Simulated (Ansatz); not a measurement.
InSb: response to strain

Consider InSb in the zinc blende structure (space group F-43m, No. 216).

```yaml
crystal:
  lattice:
    - [0.00000, 3.22485, 3.22485]
    - [3.22485, 0.00000, 3.22485]
    - [3.22485, 3.22485, 0.00000]
  atoms:
    - { symbol: In, position: [0.00000, 0.00000, 0.00000] }
    - { symbol: Sb, position: [0.25000, 0.25000, 0.25000] }
```

Cartesian axes are those of the cell as printed.

Strains are applied to the cell and any free atomic positions relax; under biaxial strain the out-of-plane vector relaxes too.

Calculations: Ansatz (a first-principles code), LDA, PAW, cutoff 420 eV, no SOC.

Notes on the quantities. pressure: mean of the normal stresses, compression positive; energy relative to the base: free energy F.

```csv
variant,pressure,energy relative to the base,volume per atom
base,0.0 GPa,0 meV/atom,33.54 Å³
"biaxial strain −3.00 %, plane normal [001], relaxed out of plane",1.4 GPa,+13 meV/atom,32.59 Å³
"biaxial strain −2.50 %, plane normal [001], relaxed out of plane",1.1 GPa,+8.6 meV/atom,32.76 Å³
"biaxial strain −2.00 %, plane normal [001], relaxed out of plane",0.9 GPa,+5.5 meV/atom,32.92 Å³
"biaxial strain −1.50 %, plane normal [001], relaxed out of plane",0.7 GPa,+3.0 meV/atom,33.08 Å³
"biaxial strain −1.00 %, plane normal [001], relaxed out of plane",0.4 GPa,+1.3 meV/atom,33.23 Å³
"biaxial strain −0.50 %, plane normal [001], relaxed out of plane",0.2 GPa,+0.3 meV/atom,33.39 Å³
"biaxial strain +0.50 %, plane normal [001], relaxed out of plane",-0.2 GPa,+0.3 meV/atom,33.68 Å³
```

Stability against distortions was not tested. All final runs are without spin polarisation.
